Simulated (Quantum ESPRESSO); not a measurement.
Troubleshooting Quantum ESPRESSO: a failed run on InSb (F-43m, 2 atoms in the cell). The aim is a self-consistent single point with DFT, PBE, plane waves, PseudoDojo standard norm-conserving (PBE) pseudopotentials.

This input was run:

```fortran
&CONTROL
    calculation = 'scf',
    prefix = 'pwscf',
    outdir = './out',
    pseudo_dir = './',
    tprnfor = .true.,
    tstress = .true.,
/
&SYSTEM
    ibrav = 0,
    nat = 2,
    ntyp = 3,
    ecutwfc = 80,
    occupations = 'smearing',
    smearing = 'marzari-vanderbilt',
    degauss = 0.0147,
/
&ELECTRONS
    conv_thr = 1.0d-10,
    mixing_beta = 0.7,
/
ATOMIC_SPECIES
In   114.8180  In.upf
Sb   121.7600  Sb.upf
ATOMIC_POSITIONS {crystal}
In    0.00000000    0.00000000    0.00000000
Sb    0.25000000    0.25000000    0.25000000
K_POINTS {automatic}
9 9 9  0 0 0
CELL_PARAMETERS {angstrom}
   0.00000000     3.39023900     3.39023900
   3.39023900     0.00000000     3.39023900
   3.39023900     3.39023900     0.00000000
```

Log, with long lists cut:

```
     This program is part of the open-source Quantum ESPRESSO suite
     for quantum simulation of materials; please cite

 %%%%%%%%%%%%%%%%%%%%%%%%%%%%%%%%%%%%%%%%%%%%%%%%%%%%%%%%%%%%%%%%%%%%%%%%%%%%%%
     Error in routine  card_atomic_species (5010):
     cannot read atomic specie from: ATOMIC_POSITIONS {crystal}
 %%%%%%%%%%%%%%%%%%%%%%%%%%%%%%%%%%%%%%%%%%%%%%%%%%%%%%%%%%%%%%%%%%%%%%%%%%%%%%

     stopping ...
```

Problem. Read the log: what does the program object to, and what is the fix?

Solution. The fault is a species count that does not match the list of species. The number of species decides how many lines of the species card are read. To fix it, make the count match the list. The program stopped before any SCF iteration.

An input that runs soundly differs in these lines (not the only fix; some lines may just follow from the change or write a value another way):
```diff
-    ntyp = 3,
+    ntyp = 2,
```

With that input, the run converged in 8 iterations: free energy E − TS -4282.8822 eV; Fermi level (on the code's own zero) 6.05 eV; pressure -2.09 GPa (DFT, PBE, plane waves, PseudoDojo standard norm-conserving (PBE) pseudopotentials).

On the sound input: the starting cell comes from a database of computed structures (which also holds hypothetical and non-ambient phases and stackings), without a prior relaxation at this level. Its lattice was rescaled by a random factor within 2.5 % of one. The run gives no clean gap (levels at the Fermi energy touch, overlap or are partly filled at this smearing), which alone does not show that the compound is a metal.
